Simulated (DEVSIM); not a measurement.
**abrupt Si n-p junction**

Structure: abrupt Si n-p junction, at 300 K.

```csv
layer (left to right),material,thickness (μm),Nd (cm⁻³),Na (cm⁻³),τn (s),τp (s)
1,Si,5.60,1.2e18,-,3.4e-7,3.4e-7
2,Si,49.0,-,5.3e15,3.4e-7,3.4e-7
```

Left contact: ohmic. Right contact: ohmic. Voltage is applied to the left contact. Recombination: SRH at mid-gap, radiative. Mobility is μmin + (μ − μmin)/(1 + (N/Nref)^α).

Constants are typed, rounded textbook-type inputs, not results; the design itself was drawn at random and stands for no fabricated device. Values at 300 K.

| parameter | Si |
|---|---|
| gap (eV) | 1.124 |
| affinity (eV) | 4.05 |
| permittivity | 11.7 |
| Nc (cm⁻³) | 2.86e19 |
| Nv (cm⁻³) | 3.1e19 |
| μn (cm²/Vs) | 1417 |
| μp (cm²/Vs) | 470 |
| μn,min | 52 |
| μp,min | 45 |
| Nref,n | 9.7e16 |
| Nref,p | 2.2e17 |
| αn | 0.68 |
| αp | 0.72 |
| B (cm³/s) | 4.7e-15 |

Model (solved in DEVSIM): 1D drift-diffusion, Boltzmann statistics, complete ionisation; no tunnelling, impact ionisation, image-force lowering or self-heating.

The potential step across the device at zero bias is 0.818 V, the largest field in the device at zero bias is 66000 V/cm and the dark forward voltage at 1 A/cm² is 0.627 V. The dark forward voltage at 100 A/cm² is 0.847 V.

Small-signal capacitance in reverse bias (quasi-static):

```
V (V)  C (nF/cm²)
-----  ----------
0.1          23.1
0.25         21.2
0.5          18.9
0.75         17.2
1            15.9
1.5          14.0
2            12.6
2.5          11.6
3.25         10.5
4            9.60
5            8.72
```

Dark reverse current:

```json
[
 {"V (V)": "0.10", "J (A/cm²)": "1.4e-8"},
 {"V (V)": "0.25", "J (A/cm²)": "2.8e-8"},
 {"V (V)": "0.50", "J (A/cm²)": "4.6e-8"},
 {"V (V)": "0.75", "J (A/cm²)": "6.3e-8"},
 {"V (V)": "1.00", "J (A/cm²)": "7.7e-8"},
 {"V (V)": "1.50", "J (A/cm²)": "1.0e-7"},
 {"V (V)": "2.00", "J (A/cm²)": "1.2e-7"},
 {"V (V)": "2.50", "J (A/cm²)": "1.4e-7"},
 {"V (V)": "3.25", "J (A/cm²)": "1.7e-7"},
 {"V (V)": "4.00", "J (A/cm²)": "1.9e-7"},
 {"V (V)": "5.00", "J (A/cm²)": "2.2e-7"}
]
```
